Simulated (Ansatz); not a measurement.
Consider interstitial Zn in zinc-blende ZnS, charge state +2. Level of theory: PBE, PAW (plane waves to 420 eV; Ansatz, a program for electronic structure).

Settings: 64 host sites, the relaxed PBE lattice, the Γ point alone, smearing 0.01 eV, spin-restricted, no image-charge correction. Static, classical nuclei. The charge state is imposed; whether it is stable for some Fermi level was not computed. Sites that were not tried may lie lower.

Barriers: single points on a 2×2×2 k-point mesh shifted by half a step at the bands' geometries.

Relaxed starting cell (atoms counted from 1):

```xyz
65
Lattice="10.8872 0.0000 0.0000 0.0000 10.8872 0.0000 0.0000 0.0000 10.8872" Properties=species:S:1:pos:R:3 pbc="T T T"
Zn    -0.0153    -0.0129    -0.0070
Zn    -0.1065    -0.1047     5.5551
Zn    -0.1069     5.5495    -0.0993
Zn    -0.0150     5.4577     5.4641
Zn     5.5473    -0.1046    -0.0985
Zn     5.4555    -0.0134     5.4639
Zn     5.4556     5.4574    -0.0068
Zn     5.5463     5.5481     5.5540
S      1.3654     1.3674     4.0842
S      1.3387     1.3405     9.5115
S      1.3386     6.8264     4.1105
S      1.3686     6.8111     9.5269
S      6.8246     1.3401     4.1105
S      6.8094     1.3704     9.5272
S      6.8088     6.8106     4.0802
S      6.8067     6.8081     9.5300
Zn    -0.1721     2.7225     2.7290
Zn    -0.0091     2.7223     8.1718
Zn    -0.0093     8.1657     2.7283
Zn    -0.0111     8.1662     8.1719
Zn     5.6130     2.7209     2.7280
Zn     5.4509     2.7222     8.1721
Zn     5.4505     8.1658     2.7283
Zn     5.4524     8.1652     8.1721
S      1.3651     4.0777     1.3732
S      1.3388     4.1042     6.8325
S      1.3384     9.5055     1.3465
S      1.3686     9.5210     6.8168
S      6.8242     4.1037     1.3468
S      6.8088     4.0743     6.8166
S      6.8091     9.5210     1.3766
S      6.8065     9.5230     6.8144
Zn     2.7198    -0.1702     2.7290
Zn     2.7207    -0.0075     8.1719
Zn     2.7199     5.6148     2.7285
Zn     2.7206     5.4524     8.1720
Zn     8.1641    -0.0077     2.7287
Zn     8.1639    -0.0094     8.1717
Zn     8.1639     5.4520     2.7283
Zn     8.1637     5.4538     8.1717
S      4.0756     1.3666     1.3730
S      4.1025     1.3405     6.8327
S      4.1022     6.8262     1.3469
S      4.0727     6.8106     6.8168
S      9.5037     1.3407     1.3470
S      9.5193     1.3703     6.8169
S      9.5191     6.8106     1.3765
S      9.5215     6.8085     6.8146
Zn     2.7202     2.7227    -0.1642
Zn     2.7213     2.7229     5.6210
Zn     2.7207     8.1660    -0.0012
Zn     2.7208     8.1657     5.4585
Zn     8.1643     2.7225    -0.0012
Zn     8.1640     2.7221     5.4584
Zn     8.1641     8.1660    -0.0029
Zn     8.1638     8.1655     5.4598
S      4.0759     4.0773     4.0835
S      4.1024     4.1041     9.5114
S      4.1022     9.5053     4.1100
S      4.0726     9.5207     9.5269
S      9.5034     4.1043     4.1105
S      9.5189     4.0742     9.5267
S      9.5191     9.5206     4.0803
S      9.5215     9.5235     9.5296
Zn     2.7202     2.7221     2.7278
```
Cell charge +2.

End state 1 differs by these moves (Å; atoms that move under 0.08 Å are left out):

| atom | element | Δx | Δy | Δz |
|---|---|---|---|---|
| 1 | Zn | -0.16 | 0.02 | 0.02 |
| 2 | Zn | 0.10 | 0.11 | -0.10 |
| 3 | Zn | 0.10 | -0.10 | 0.11 |
| 5 | Zn | 0.07 | 0.11 | 0.11 |
| 8 | Zn | -0.09 | -0.10 | -0.10 |
| 17 | Zn | 0.16 | 0.02 | 0.02 |
| 18 | Zn | -0.10 | 0.11 | -0.10 |
| 19 | Zn | -0.10 | -0.10 | 0.11 |
| 21 | Zn | -0.07 | 0.11 | 0.11 |
| 24 | Zn | 0.09 | -0.10 | -0.09 |
| 33 | Zn | 0.00 | 0.18 | 0.18 |
| 34 | Zn | 0.00 | 0.02 | -0.16 |
| 35 | Zn | 0.00 | -0.16 | 0.02 |
| 49 | Zn | 0.00 | 0.18 | 0.18 |
| 50 | Zn | 0.00 | 0.01 | -0.16 |
| 51 | Zn | 0.00 | -0.16 | 0.02 |
| 65 | Zn | 0.00 | -2.71 | -2.71 |

Question: What is the computed forward and backward barriers to end state 1 (PBE, PAW)?

Answer: forward 0.62 eV, backward 0.62 eV; at the saddle point atom 65 has neighbours S at 2.61, 2 S at 2.64, 2 S at 2.69, S at 2.73; 2 Zn at 2.59, Zn at 2.61, Zn at 2.63 Å. The saddle point's order was not checked, and it lies on a symmetry element of the cell, where a band can be held.
